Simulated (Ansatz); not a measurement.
Ladder of methods for the enthalpy of formation of CsCl-type RuAl

Reference value: -0.644 ± 0.02 eV/atom (measured, 298 K, copied from a table, unchecked, not corrected to a static lattice; as tabulated in Wang et al. (2021), doi:10.1038/s41598-021-94550-5).

| level (code) | value (eV/atom) |
|---|---|
| LDA (Ansatz) | -0.645 |
| PBE (Ansatz) | -0.639 |
| PBE-D3(BJ) (Ansatz) | -0.672 |
| r²SCAN (Ansatz) | (withheld) |
| B3LYP (VWN-RPA form) (Ansatz) | -0.857 |

**Question.** Fill in the missing entries.

**Answer.** 
- r²SCAN (Ansatz, a program for electronic structure), value (eV/atom): -0.714

Differences against the reference: LDA -0.001 eV/atom, PBE +0.005 eV/atom, PBE-D3(BJ) -0.028 eV/atom, r²SCAN -0.070 eV/atom, B3LYP (VWN-RPA form) -0.213 eV/atom.

Once the reference is moved by up to 0.100 eV/atom (a margin picked here for doubts on the reference and the settings, and for temperature and zero-point motion) and values within 0.010 eV/atom count as equal, the nearest can be LDA (-0.001 eV/atom), PBE (+0.005 eV/atom), PBE-D3(BJ) (-0.028 eV/atom) or r²SCAN (-0.070 eV/atom).

The measured value isn't corrected to a static lattice, so vibrations enter the comparison.  B3LYP (VWN-RPA form): the run has no spin polarisation, so it can have missed a magnetic state. Each level is taken at its own relaxed cell. Ansatz's density-functional and Hartree–Fock values are scalar-relativistic unless marked +SOC, with PAW data made under PBE.

Differences are worked out from the printed values.
